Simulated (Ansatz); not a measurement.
Bond-angle distributions (per cent of the angles at each element, bins of 10°) of a relaxed model of amorphous Si₂₄O₄₇H₂ at 2.24 g/cm³. Method: PBE, scalar-relativistic without spin-orbit coupling (plane waves to 420 eV, PAW; Ansatz, a first-principles code). The usual formal charges leave 4 electrons over, so the level spacing at the Fermi energy parts defect or band states and needn't be the band gap.

A CHGNet melt-quench gave the starting glass, which DFT then relaxed. O atoms were pushed apart under 1.9 Å during the dynamics, to hinder bonds among them. The hot cell started wider than the set density and was brought back towards it in steps. It is the lowest in DFT energy of 2 quenches. It is a model cell: composition and starting density were chosen by hand, and all elements were melted together. No dispersion term was used. Its density started from a set value of 2.24 and ended at 2.24 g/cm³. Cooling (nominally 780 K/ps over its main leg) ran many orders faster than in experiment, which tends to leave more defects and strain. One small periodic cell is one sample of the glass; other quenches scatter about these values. The volume was held where the preparation left it and the shape relaxed, at a PBE pressure of 0.2 GPa. On a 2×2×2 Γ-centred mesh force components of up to 0.14 eV/Å stay, since the relaxation ran on the zone centre alone.

Bonds are counted up to Si-Si 2.60 Å, Si-O 2.06 Å, Si-H 1.70 Å, O-O 1.58 Å, O-H 1.16 Å, H-H 0.90 Å. Two cations that share two anions don't count as bonded, nor two that share one unless they lie closer than Si-Si 2.38 Å.

| angle (°) | at Si | at O |
|---|---|---|
| 50-60 | 0 | 0 |
| 60-70 | 0 | 0 |
| 70-80 | 0 | 0 |
| 80-90 | 0 | 0 |
| 90-100 | 5 | 0 |
| 100-110 | 53 | 0 |
| 110-120 | 41 | 10 |
| 120-130 | 1 | 35 |
| 130-140 | 0 | 29 |
| 140-150 | 0 | 8 |
| 150-160 | 0 | 10 |
| 160-170 | 0 | 8 |
| 170-180 | 0 | 0 |

They go with these counts of neighbours within the cut-offs, cation contacts included: Si mean 3.9, most often 4; O mean 2.0, most often 2.
